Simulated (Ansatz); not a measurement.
**Competing hops of N-vacancy pair in monoclinic HfO2, charge state +1**

System: N-vacancy pair (N on one host O site, one O site vacant) in monoclinic HfO2 (charge state +1). Computed with PBE, PAW (plane waves to 420 eV; Ansatz, a quantum-chemistry and plane-wave program).

Cell of 96 host sites held at the relaxed PBE lattice; the Γ point alone; Fermi-Dirac width 0.01 eV, spin-restricted; finite-size errors left in. Static, classical nuclei. Spin-orbit coupling is left out. The charge state is imposed; whether it is stable for some Fermi level was not computed. Forms of the defect that were not tried may lie lower.

Barriers: single points on a 2×2×2 k-point mesh shifted by half a step at the bands' geometries.

```csv
Route,Start site over the lowest site run (eV),Hop (Å),Forward barrier (eV),Backward barrier (eV),Neighbours at the start,Neighbours at the saddle,Saddle order,"Forward, on the band's own sampling (eV)"
the N atom itself jumps into the vacancy (N-vacancy distance between ideal sites 2.55 Å throughout),1.11,1.93,0.22,1.34,"Hf at 2.01, Hf at 2.03, Hf at 2.16 Å",2 Hf at 1.98 Å,not checked,0.22
one O atom jumps into the vacancy from a nearby O site (N-vacancy distance between ideal sites 2.58 → 4.05 Å),0.64,1.92,0.75,0.09,"2 Hf at 2.13, Hf at 2.39, Hf at 2.42; O at 2.60, O at 2.66, O at 2.67 Å","Hf at 1.97, Hf at 2.00 Å",not checked,0.72
one O atom jumps into the vacancy from a nearby O site (N-vacancy distance between ideal sites 2.55 → 3.57 Å),1.11,1.78,0.57,0.10,"Hf at 2.12, Hf at 2.15, Hf at 2.27, Hf at 2.65; O at 2.53, O at 2.72 Å","Hf at 1.98, Hf at 2.03 Å",not checked,0.55
```

Paths come from climbing-image nudged elastic band runs. Of the routes that converged and passed our checks, the lowest saddle point lies 1.34 eV above the lowest of the sites run (the N atom itself jumps into the vacancy (N-vacancy distance between ideal sites 2.55 Å throughout)); other sites, such as split forms, and other routes may lie lower. 

The whole set of runs took about 4 core-hours (a rough figure).
